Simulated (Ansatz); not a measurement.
The starting structures come from a database of crystals and need not be the phases stable at ambient conditions.

The decay constant κ of evanescent states in the gap governs leakage through a thin film.

Data:

```
CELL_PARAMETERS angstrom
      9.11111     0.00000     0.00000
      0.00000     9.22915     0.00000
      4.55556     4.61458     4.55556
ATOMIC_POSITIONS crystal
  Cs 0.50000 0.75000 0.00000
  Cs 0.50000 0.25000 0.00000
  Pd 0.00000 0.00000 0.00000
  I  0.00000 0.79431 0.41138
  I  0.00000 0.20569 0.58862
  I  0.58862 0.79431 0.41138
  I  0.41138 0.20569 0.58862
  I  0.00000 0.65521 0.00000
  I  0.00000 0.34479 0.00000
```

Space group of this cell: I4/mmm. The cell is taken as given.

Transport runs along the normal of the first two printed cell vectors, the (100) plane of the conventional cell.

The gap is the functional's own, uncorrected, and κ follows it; spin-orbit coupling is left out. Mid-gap values are interpolated between the computed energies.

Q: Give the band gap and the smallest decay constant κ at mid-gap that r2SCAN (Ansatz, an electronic-structure program) yields.

A: Gap 0.70 eV on a 8×8×8 mesh; κ = 0.219 1/Å, at the zone centre.
